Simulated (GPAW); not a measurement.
Worked example: self-consistent single point of SrInAu5 (I-4m2, 7 atoms in the cell) in GPAW.

Method: LDA (Perdew-Wang 92), GPAW PAW datasets LDA (gpaw-data 1.0.1) (plane waves; GPAW).

```yaml
crystal:
  lattice:
    - [-3.63965, 3.63965, 2.74837]
    - [3.63965, -3.63965, 2.74837]
    - [3.63965, 3.63965, -2.74837]
  atoms:
    - { symbol: Sr, position: [0.00000, 0.00000, 0.00000] }
    - { symbol: In, position: [0.25000, 0.75000, 0.50000] }
    - { symbol: Au, position: [0.69360, 0.69360, 0.38720] }
    - { symbol: Au, position: [0.30640, 0.69360, 0.00000] }
    - { symbol: Au, position: [0.30640, 0.30640, 0.61280] }
    - { symbol: Au, position: [0.69360, 0.30640, 0.00000] }
    - { symbol: Au, position: [0.75000, 0.25000, 0.50000] }
```

Reference input (self-consistent single point, DFT LDA (Perdew-Wang 92), plane waves, GPAW PAW datasets LDA (gpaw-data 1.0.1)): mode = pw; ecut = 550 eV; xc = LDA; kpts = 8 8 8; mesh shift (steps) = 0 0 0; occupations.name = fermi-dirac; occupations.width = 0.136 eV; nbands = -15; symmetry.symmorphic = false; symmetry.tolerance = 0.0005; maxiter = 100. This run's input differs from it in these lines:

```diff
@@ -19,3 +19,3 @@
             xc='LDA',
-            kpts={'size': (8, 8, 8), 'gamma': True},
+            kpts=(8, 8, 8),
             occupations={'name': 'fermi-dirac', 'width': 0.136},
```

Log, with long lists cut:

```
     iter     time        total  log10-change:
                         energy   eigst   dens
iter:   1 --:--:--   -33.204090
iter:   2 --:--:--   -32.649447   -1.31  -1.29
iter:   3 --:--:--   -30.819848   -0.91  -1.32
iter:   4 --:--:--   -30.702529   -3.01  -1.87
iter:   5 --:--:--   -30.494364   -1.84  -1.90
iter:   6 --:--:--   -30.481717   -2.39  -2.05
iter:   7 --:--:--   -30.486235c  -3.11  -2.29
iter:   8 --:--:--   -30.436582   -3.01  -2.27
iter:   9 --:--:--   -30.430624   -3.73  -2.75
iter:  10 --:--:--   -30.429906c  -4.41  -3.02
iter:  11 --:--:--   -30.429904c  -5.83  -3.31
iter:  12 --:--:--   -30.429846c  -5.76  -3.35
iter:  13 --:--:--   -30.429596c  -4.92  -3.46
iter:  14 --:--:--   -30.429667c  -5.51  -3.46
   [... 2 lines left out ...]
iter:  17 --:--:--   -30.429688c  -6.43  -3.63
iter:  18 --:--:--   -30.429654c  -5.46  -3.66
iter:  19 --:--:--   -30.429649c  -7.12  -3.85
iter:  20 --:--:--   -30.429637c  -6.00  -3.90
iter:  21 --:--:--   -30.429631c  -6.90  -4.25c
iter:  22 --:--:--   -30.429635c  -7.41c -4.33c
Converged after 22 iterations.

Dipole moment: (0.566155, -0.566155, -0.000000) |e|*Ang

Energy contributions relative to reference atoms: (reference = -2827798.890162)

Kinetic:        -51.498763
Potential:      +44.247010
External:        +0.000000
XC:             -23.656894
Entropy (-ST):   -0.149049
Local:           +0.553537
SIC:             +0.000000
--------------------------
Free energy:    -30.504159
Extrapolated:   -30.429635

Showing only first 2 kpts
 Kpt  Band  Eigenvalues  Occupancy
  0    37      6.94027    1.99956
  0    38      7.92143    1.54279
  0    39      8.00473    1.29302
  0    40      8.36727    0.22570

  1    37      6.57266    1.99997
  1    38      7.69540    1.89352
  1    39      7.82306    1.74861
  1    40      8.30936    0.32597

Fermi level: 8.08684

No gap
   [... lines left out ...]
  1 In    0.00000    0.00000    0.00000
  2 Au   -0.00462   -0.00462    0.00000
  3 Au   -0.00462    0.00462    0.00000
  4 Au    0.00462    0.00462    0.00000
  5 Au    0.00462   -0.00462    0.00000
  6 Au    0.00000    0.00000    0.00000

Stress tensor:
     0.033559     0.000000     0.000000
     0.000000     0.033559    -0.000000
     0.000000    -0.000000     0.036353
Stress (GPa, Voigt): [ 5.3767  5.3767  5.8243 -0.      0.      0.    ]
```

The run converged in 22 iterations. GPAW prints stress with tension positive. Against the reference run the free energy rises by 1.0 meV/atom, the pressure hardly changes (-5.54 to -5.53 GPa) and the largest force hardly changes (0.006 to 0.007 eV/Å).

The starting cell comes from a database of computed structures (which also holds hypothetical and non-ambient phases and stackings), without a prior relaxation at this level.

Cost on one core of a shared machine: roughly 3 min.
